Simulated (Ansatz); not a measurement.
The parent structure is Cr in the bcc (W type) structure (space group Im-3m, No. 229; a = 2.848 Å; non-magnetic).

Levels (all Ansatz, an electronic-structure program, PAW): PBE (420 eV, spin-orbit coupling left out); PBEsol (420 eV, scalar-relativistic without spin-orbit coupling).

Levels that relaxed their own cell: PBE and PBEsol.

```json
[
 {"level": "PBE", "lattice parameter a": "2.848 Å"},
 {"level": "PBEsol", "lattice parameter a": "2.814 Å"}
]
```

Measured: lattice parameter a 2.877 Å (static lattice; corrected from measurement; as listed in H. Levämäki et al., Physical Review B (2014)).

Computed minus measured — lattice parameter a: PBE -1.0 %, PBEsol -2.2 % (closest: PBE).

No phonon test of stability was made. Starting moments died away, wholly or in part, for Fe → Cr; another magnetic solution may exist. The final runs are not spin-polarised. Real Cr is antiferromagnetic at low temperature and ambient pressure, an order that this cell doesn't hold.
